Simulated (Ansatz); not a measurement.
The starting structures come from a database of crystals and need not be the phases stable at ambient conditions.

 Where the default PAW files enter, the runs use the earlier of Ansatz's two default sets.

Inside the gap of an insulator the Bloch states are evanescent, with a wavenumber k + iκ along the transport direction.

```yaml
crystal:
  lattice:
    - [7.50436, 0.00000, 0.00000]
    - [2.38556, 7.11509, 0.00000]
    - [1.70627, -4.17131, 2.30167]
  atoms:
    - { symbol: Si, position: [0.00000, 0.33333, 0.83333] }
    - { symbol: Si, position: [0.50000, 0.50000, 0.50000] }
    - { symbol: Si, position: [0.50000, 0.16667, 0.66667] }
    - { symbol: O, position: [0.41721, 0.41612, 0.20752] }
    - { symbol: O, position: [0.20861, 0.29140, 0.87418] }
    - { symbol: O, position: [0.79139, 0.37527, 0.16667] }
    - { symbol: O, position: [0.58279, 0.25054, 0.45915] }
    - { symbol: O, position: [0.79139, 0.70861, 0.12582] }
    - { symbol: O, position: [0.20861, 0.95806, 0.16667] }
```

Space group of this cell: P6_422. The cell is taken as given.

Transport runs along the normal of the first two printed cell vectors, the (111) plane of the conventional cell.

No gap correction and no spin-orbit coupling; mid-gap values are interpolated between computed energies.

Question: Compute, with r2SCAN run with Ansatz (a quantum-chemistry and plane-wave program), the band gap and the smallest decay constant κ at mid-gap.

Answer: Gap 6.30 eV on a 14×14×14 mesh; κ = 0.506 1/Å, at the zone centre.
